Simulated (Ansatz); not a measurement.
## Response to strain in TiAl

Take TiAl (space group P4/mmm, No. 123; a = 2.766 Å, c = 4.002 Å; relaxed with 0.1 eV smearing) as the base. Axes: x, y, z lie along a, b, c of the conventional cell.

Strains are applied to the cell and any free atomic positions relax.

Calculations: Kohn–Sham DFT with the LDA functional, run in Ansatz (a first-principles code) with PAW and 420 eV plane waves, no spin-orbit coupling.

Notes on the quantities. energy relative to the base: free energy F; pressure: mean of the normal stresses, compression positive.

| variant | volume per atom | energy relative to the base | pressure |
|---|---|---|---|
| base | 15.31 Å³ | 0 meV/atom | 0.0 GPa |
| uniaxial strain ε_xx = −2.50 % | 14.93 Å³ | +6.7 meV/atom | 3.4 GPa |
| uniaxial strain ε_xx = −2.00 % | 15.01 Å³ | +4.3 meV/atom | 2.7 GPa |
| uniaxial strain ε_xx = −1.50 % | 15.08 Å³ | … | 2.0 GPa |
| uniaxial strain ε_xx = −1.00 % | 15.16 Å³ | +1.0 meV/atom | 1.3 GPa |
| uniaxial strain ε_xx = −0.50 % | 15.23 Å³ | +0.3 meV/atom | … |
| uniaxial strain ε_xx = +1.00 % | 15.46 Å³ | +1.0 meV/atom | -1.2 GPa |
| uniaxial strain ε_xx = +2.00 % | 15.62 Å³ | +3.9 meV/atom | -2.4 GPa |
| uniaxial strain ε_xx = +2.50 % | 15.69 Å³ | +6.0 meV/atom | -2.9 GPa |
| uniaxial strain ε_xx = +3.00 % | 15.77 Å³ | +8.5 meV/atom | -3.5 GPa |

Task: Some entries are withheld; estimate them.

Result: 
- uniaxial strain ε_xx = −1.50 %, energy relative to the base: +2.4 meV/atom
- uniaxial strain ε_xx = −0.50 %, pressure: 0.6 GPa

Stability against distortions was not tested. All final runs are without spin polarisation.
